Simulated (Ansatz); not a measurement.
**Zr, response to strain**

Base system: Zr in the hcp (Mg type) structure (space group P6_3/mmc, No. 194; a = 3.244 Å, c = 5.158 Å; relaxed with 0.1 eV smearing).

Strains are applied to the cell and any free atomic positions relax.

Calculations: Ansatz (a quantum-chemistry and plane-wave program), r2SCAN, PAW, cutoff 500 eV, no spin-orbit coupling.

Notes on the quantities. energy relative to the base: free energy F.

| change | volume per atom | energy relative to the base |
|---|---|---|
| base | 23.51 Å³ | 0 meV/atom |
| isotropic strain +0.50 % | 23.86 Å³ | … |
| isotropic strain +1.00 % | 24.22 Å³ | +6.1 meV/atom |
| isotropic strain +1.50 % | 24.58 Å³ | … |
| isotropic strain +2.00 % | 24.95 Å³ | … |
| isotropic strain +2.50 % | 25.32 Å³ | +37 meV/atom |
| isotropic strain +3.00 % | 25.69 Å³ | +53 meV/atom |

Task: What belongs in the blanks?

Result: 
- isotropic strain +0.50 %, energy relative to the base: +1.5 meV/atom
- isotropic strain +1.50 %, energy relative to the base: +14 meV/atom
- isotropic strain +2.00 %, energy relative to the base: +24 meV/atom

No phonon test of stability was made. All final runs are without spin polarisation.
